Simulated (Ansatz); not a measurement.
**How far to go with the k-point mesh: SnTe (I4mm, 2 atoms in the cell)**

```xyz
2
Lattice="0.0000 3.1442 3.1442 3.1442 0.0000 3.1442 3.1442 3.1442 0.0000" Properties=species:S:1:pos:R:3 pbc="T T T"
Sn     0.0000     0.0000     0.0500
Te     3.1442     3.1442     3.1442
```

Level of theory: PBEsol, default PAW files made with PBE (plane waves; Ansatz, a first-principles code).

Base settings: basis.ecutwfc = 420 eV; kpoints.mp_grid.grid = 7 7 7; hamiltonian.xc = pbesol; hamiltonian.pseudopotentials = {kind: paw} (the program's default PAW files); scf.occupations.method = fermi_dirac; scf.occupations.width = 0.01 eV.

The second cell is the first with its lattice scaled by 0.98.

Only quantities that move along the ladder and can be compared are tabulated.

The count of work is k-points × plane waves × bands × iterations; it is no time. Core times come from one kind of shared machine, to one figure; runs under 30 s give none.

The starting cell has typed, rounded lattice constants, without a prior relaxation at this level. Its lattice was rescaled by up to half a per cent. One atom was moved a little off its site on purpose. Spin-orbit coupling is off. Ansatz's pressure includes its estimate of the finite-basis (Pulay) stress.

```csv
kpoints.mp_grid.grid,free energy less the last step's (meV/atom),energy of the compressed cell less the first (meV/atom),pressure (GPa),largest difference of a force vector from the last step's (eV/Å),gap on the mesh (eV),count of work / last,core time / last (rough)
2 2 2,942.05,59.86,3.29,0.530,0.195,0.0073,–
3 3 3,-49.33,17.71,-0.05,0.050,1.560,0.0094,–
4 4 4,-5.87,9.96,-0.65,0.102,0.186,0.020,–
5 5 5,-4.01,16.22,-0.07,0.024,0.888,0.028,–
6 6 6,-1.45,17.96,-0.01,0.033,0.198,0.047,–
7 7 7,-3.00,16.82,-0.06,0.007,0.677,0.062,–
8 8 8,0.34,18.33,0.04,0.015,0.200,0.092,–
9 9 9,-1.06,17.90,0.02,0.003,0.540,0.12,–
10 10 10,-0.06,18.04,0.03,0.006,0.200,0.16,–
11 11 11,-0.28,18.17,0.04,0.002,0.456,0.20,–
12 12 12,-0.11,18.12,0.03,0.003,0.201,0.25,–
13 13 13,-0.11,18.16,0.04,0.001,0.380,0.31,–
14 14 14,-0.06,18.17,0.04,0.001,0.201,0.38,–
16 16 16,-0.03,18.18,0.04,0.001,0.201,0.54,0.5
18 18 18,-0.01,18.18,0.04,0.000,0.201,0.75,0.7
20 20 20,0.00,18.18,0.04,0.000,0.191,1.0,1
```

Coarsest kpoints.mp_grid.grid that holds the free energy within 0.5 meV/atom of the last step, with all finer ones: 10 10 10, at 0.16 of the last step's count of work; the step before is off by 1.1 meV/atom.

Coarsest kpoints.mp_grid.grid that holds the pressure within 0.05 GPa of the last step, with all finer ones: 8 8 8, at 0.092 of the last step's count of work; the step before is off by 0.10 GPa.

The energy difference between the two cells stays within 1 meV/atom of the last step's from 8 8 8 on, the total only from 10 10 10 on: much of the error is common to both cells and cancels.

The gap on the mesh jumps up and down from mesh to mesh; it is no smooth measure of convergence.

Keys are those of Ansatz 0.2.
